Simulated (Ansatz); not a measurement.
System: SnO2 (model structure, started from the tetragonal ZrO2 type, P4₂/nmc, No. 137, 6 atoms in the cell). Method: LDA (PAW; Ansatz, a quantum-chemistry and plane-wave program).

Run with plane-wave cutoff 520 eV, 10×10×8 k mesh (along the axes of the cell as run), Fermi–Dirac smearing 0.01 eV, scalar-relativistic PAW data made under PBE.

Cell (relaxed at this level):

```xyz
6
Lattice="3.5289 0.0000 0.0000 0.0000 3.5289 0.0000 0.0000 0.0000 5.3283" Properties=species:S:1:pos:R:3 pbc="T T T"
Sn     0.0000     0.0000     0.0000
Sn     1.7644     1.7644     2.6641
O      0.0000     1.7644     0.9809
O      0.0000     1.7644     3.6450
O      1.7644     0.0000     1.6833
O      1.7644     0.0000     4.3474
```

Q: What does this level give for the band gap and smallest direct gap on the k points sampled?

A: 
- band gap = 1.12 eV
- smallest direct gap on the k points sampled = 1.26 eV

Note: the relaxation could raise the start's symmetry but not lower it, so the cell can be a saddle point.

Spin–orbit coupling is not included.

Static lattice: no zero-point or thermal effects.

Computing time: about 23 core-seconds (a rough figure).

A model structure was made by putting elements into a prototype or built by hand; it is no filed structure, need not be a known phase, and can be a saddle point held by its symmetry.
